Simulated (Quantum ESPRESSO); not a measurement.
Worked example: self-consistent single point of TiPt3 (Pm-3m, 4 atoms in the cell) in Quantum ESPRESSO.

Computed with PBE, SSSP 1.1.2 efficiency (PBE) pseudopotentials (plane waves; Quantum ESPRESSO).

The change in words: lattice scaled by 0.98. Reference geometry:
```
CELL_PARAMETERS angstrom
      3.87390     0.00000     0.00000
      0.00000     3.87390     0.00000
      0.00000     0.00000     3.87390
ATOMIC_POSITIONS crystal
  Ti 0.00000 0.00000 0.00000
  Pt 0.50000 0.50000 0.00000
  Pt 0.00000 0.50000 0.50000
  Pt 0.50000 0.00000 0.50000
```

Reference input (self-consistent single point, DFT, PBE, plane waves, SSSP 1.1.2 efficiency (PBE) pseudopotentials): ecutwfc = 50 Ry; ecutrho = 400 Ry; occupations = smearing; smearing = gaussian; degauss = 0.019992 Ry; potentials = {Ti: ti_pbe_v1.4.uspp.F.UPF, Pt: pt_pbe_v1.4.uspp.F.UPF}; K_POINTS = automatic 7 7 7 0 0 0; conv_thr = 1e-10 Ry; mixing_beta = 0.4. This run's input differs from it in these lines:

```diff
@@ -10,3 +10,3 @@
     ibrav = 1
-    celldm(1) = 7.3206175931
+    celldm(1) = 7.1742053924
     nat = 4
```

Output, abridged:

```
     Self-consistent Calculation

     iteration #  1     ecut=    50.00 Ry     beta= 0.40

     negative rho (up, down):  5.218E-01 0.000E+00

     total energy              =    -739.08816987 Ry
     estimated scf accuracy    <      26.17220490 Ry

     iteration #  2     ecut=    50.00 Ry     beta= 0.40

     negative rho (up, down):  5.316E-01 0.000E+00

     total energy              =    -752.23737817 Ry
     estimated scf accuracy    <      17.23894196 Ry

     iteration #  3     ecut=    50.00 Ry     beta= 0.40

     negative rho (up, down):  5.295E-01 0.000E+00

     total energy              =    -751.63716736 Ry
     estimated scf accuracy    <       4.89439186 Ry

   [... 17 blocks of this kind left out ...]

     iteration # 21     ecut=    50.00 Ry     beta= 0.40

     negative rho (up, down):  5.218E-01 0.000E+00

     total energy              =    -751.54309184 Ry
     estimated scf accuracy    <          1.8E-10 Ry

     iteration # 22     ecut=    50.00 Ry     beta= 0.40

     negative rho (up, down):  5.218E-01 0.000E+00
     End of self-consistent calculation

     the Fermi energy is    24.2382 ev

!    total energy              =    -751.54309184 Ry
     estimated scf accuracy    <          6.3E-12 Ry
     smearing contrib. (-TS)   =      -0.00456247 Ry
     internal energy E=F+TS    =    -751.53852936 Ry

     convergence has been achieved in  22 iterations

     negative rho (up, down):  5.218E-01 0.000E+00

     Forces acting on atoms (cartesian axes, Ry/au):

     atom    1 type  1   force =     0.00000000    0.00000000    0.00000000
   [... zero for the other atoms too ...]

     Total force =     0.000000     Total SCF correction =     0.000000

     negative rho (up, down):  5.218E-01 0.000E+00
          total   stress  (Ry/bohr**3)                   (kbar)     P=      364.88
   0.00248038   0.00000000   0.00000000          364.88        0.00        0.00
   0.00000000   0.00248038   0.00000000            0.00      364.88        0.00
   0.00000000   0.00000000   0.00248038            0.00        0.00      364.88

   JOB DONE.
```

The run converged in 22 iterations. Against the reference run the free energy rises by 134 meV/atom and the pressure goes from 14.90 to 36.49 GPa.

The starting cell comes from a database of computed structures (which also holds hypothetical and non-ambient phases and stackings), without a prior relaxation at this level. Its lattice was rescaled by a random factor within 2.5 % of one. For this run, on top of that: lattice scaled by 0.98. Spin polarisation is off. With a pressure of about 36 GPa the cell is away from its equilibrium volume at this level.

Cost on one core of a shared machine: roughly 70 s.
